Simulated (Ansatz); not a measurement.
Results of PBEsol (PAW; Ansatz, an electronic-structure program) for BiFeO3 (model structure, Cc, No. 9, 10 atoms in the cell).

Run with plane-wave cutoff 520 eV, 8×8×8 k mesh, Fermi–Dirac smearing 0.01 eV, spin-polarised with opposed moments, scalar-relativistic PAW data made under PBE.

Cell (relaxed at this level):

```cif
data_Bi2Fe2O6
_chemical_formula_sum 'Bi2 Fe2 O6'
_space_group_name_H-M_alt 'P 1'
_space_group_IT_number 1
_cell_length_a 5.29295
_cell_length_b 5.28383
_cell_length_c 5.89993
_cell_angle_alpha 114.042
_cell_angle_beta 116.651
_cell_angle_gamma 90.000
loop_
_space_group_symop_operation_xyz
  'x, y, z'
loop_
_atom_site_label
_atom_site_type_symbol
_atom_site_fract_x
_atom_site_fract_y
_atom_site_fract_z
_atom_site_occupancy
Bi1 Bi 0.02850 0.05445 0.50778 1
Fe1 Fe 0.73347 0.22498 0.93524 1
O1 O 0.96829 0.39181 0.32991 1
O2 O 0.41111 0.91361 0.82052 1
O3 O 0.89712 0.90766 0.80156 1
Bi2 Bi 0.47929 0.55445 0.50778 1
Fe2 Fe 0.20176 0.72498 0.93524 1
O4 O 0.36162 0.89181 0.32991 1
O5 O 0.90444 0.40766 0.80156 1
O6 O 0.40941 0.41361 0.82052 1
```
Starting moments (μB, in the order of the record's atoms Bi Fe O O O Bi Fe O O O): 0.0 4.2 0.0 0.0 0.0 0.0 -4.2 0.0 0.0 0.0.

**Question.** Estimate the band gap and direct gap at Γ that the calculation returns.

**Answer.** 
* **band gap**: 0.63 eV
* **direct gap at Γ**: 0.92 eV

Note: the magnetic order was assumed, not searched for or taken from measurement; the relaxation could raise the start's symmetry but not lower it, so the cell can be a saddle point; without U or exact exchange, gaps and moments of open d shells tend to come out too small.

Spin–orbit coupling is not included; with these elements it can move the gap by several tenths of an eV or more.

The computed numbers hold no vibrational or temperature effects.

Cost on a shared machine: very roughly 19 core-minutes.

A model structure was made by putting elements into a prototype or built by hand; it is no filed structure, need not be a known phase, and can be a saddle point held by its symmetry.
